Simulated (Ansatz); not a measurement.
**AlN: response to strain**

Consider AlN in the zinc blende structure (space group F-43m, No. 216; a = 4.378 Å). Axes: x, y, z lie along the cube axes.

Strains are applied to the cell and any free atomic positions relax; under biaxial strain the out-of-plane vector relaxes too.

Method: PBEsol, PAW, 420 eV (Ansatz, a quantum-chemistry and plane-wave program; no spin-orbit coupling).

Notes on the quantities. energy relative to the base: free energy F; in-plane stress: mean in-plane stress (compression positive).

```json
[
 {"case": "base", "ratio −ε⊥/ε∥": "–", "energy relative to the base": "0 meV/atom", "in-plane stress": "–"},
 {"case": "biaxial strain −2.50 %, plane normal [111], relaxed out of plane", "ratio −ε⊥/ε∥": "0.38", "energy relative to the base": "+21 meV/atom", "in-plane stress": "+13.4 GPa"},
 {"case": "biaxial strain −2.08 %, plane normal [111], relaxed out of plane", "ratio −ε⊥/ε∥": "0.37", "energy relative to the base": "+14 meV/atom", "in-plane stress": "+11.0 GPa"},
 {"case": "biaxial strain −1.25 %, plane normal [111], relaxed out of plane", "ratio −ε⊥/ε∥": "0.37", "energy relative to the base": "?", "in-plane stress": "+6.4 GPa"},
 {"case": "biaxial strain −0.83 %, plane normal [111], relaxed out of plane", "ratio −ε⊥/ε∥": "0.37", "energy relative to the base": "+2.2 meV/atom", "in-plane stress": "+4.2 GPa"},
 {"case": "biaxial strain −0.42 %, plane normal [111], relaxed out of plane", "ratio −ε⊥/ε∥": "–", "energy relative to the base": "+0.6 meV/atom", "in-plane stress": "+2.1 GPa"},
 {"case": "biaxial strain +0.42 %, plane normal [111], relaxed out of plane", "ratio −ε⊥/ε∥": "–", "energy relative to the base": "+0.5 meV/atom", "in-plane stress": "?"},
 {"case": "biaxial strain +0.83 %, plane normal [111], relaxed out of plane", "ratio −ε⊥/ε∥": "0.37", "energy relative to the base": "+2.1 meV/atom", "in-plane stress": "?"},
 {"case": "biaxial strain +1.67 %, plane normal [111], relaxed out of plane", "ratio −ε⊥/ε∥": "0.37", "energy relative to the base": "+8.6 meV/atom", "in-plane stress": "-7.7 GPa"},
 {"case": "biaxial strain +2.08 %, plane normal [111], relaxed out of plane", "ratio −ε⊥/ε∥": "?", "energy relative to the base": "+13 meV/atom", "in-plane stress": "-9.4 GPa"}
]
```

Task: Complete the table.

Result: 
- biaxial strain −1.25 %, plane normal [111], relaxed out of plane, energy relative to the base: +5.1 meV/atom
- biaxial strain +0.42 %, plane normal [111], relaxed out of plane, in-plane stress: -2.0 GPa
- biaxial strain +0.83 %, plane normal [111], relaxed out of plane, in-plane stress: -3.9 GPa
- biaxial strain +2.08 %, plane normal [111], relaxed out of plane, ratio −ε⊥/ε∥: 0.36

Whether these cells are dynamically stable was not tested. This is not the structure that AlN has at room temperature and ambient pressure.
